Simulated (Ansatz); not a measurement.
BN (I-4m2), Ansatz (a program for electronic structure) with r2SCAN, rigid bands: Condition of this run: biaxial stress in (001) of -27 GPa (compression positive) (the target of the relaxation). band gap 4.11 eV, N_c = 7.05e18 cm⁻³ and N_v = 1.02e19 cm⁻³ at 300 K, conductivity masses along z (a = (0.00, 1.86, 1.77) Å; b = (1.86, 0.00, 1.77) Å; c = (1.86, 1.86, 0.00) Å) of 0.830 mₑ (electrons) and 0.603 mₑ (holes). Take k_BT = 0.02585 eV.

**Question.** Find the intrinsic carrier density and the intrinsic Fermi level.

**Answer.** n_i = √(N_c N_v) exp(−E_g/2k_BT) = 8.48e18 × exp(−79.49) = 2.5e-16 cm⁻³. The level lies (k_BT/2) ln(N_v/N_c) = 5 meV from mid-gap (positive towards the conduction band). Each 0.1 eV added to the gap lowers n_i by a factor of 6.9.

**Question.** A film of it is 2 nm thick, with its normal along the direction named. Estimate the confinement energies in an infinite well.

**Answer.** ħ²π²/(2m t²) = 0.376 eV·nm²/(m/mₑ × t²) gives 113 meV for electrons and 156 meV for holes, so the gap would widen to about 4.38 eV. Finite barriers and nonparabolic bands lower this, and with several valleys or bands the heaviest mass along the normal sets the lowest level, not this average.

**Question.** What thermal injection velocity √(2k_BT/πm) limits a ballistic channel along the direction named?

**Answer.** 5.91e6 cm/s for electrons and 6.93e6 cm/s for holes, a ratio of √(m_h/m_e) = 0.852, for dilute carriers.

Rigid, parabolic bands with the computed gap; masses take one relaxation time for all states. Spin-orbit coupling is left out. Geometry: cell and atoms relaxed with PBEsol.
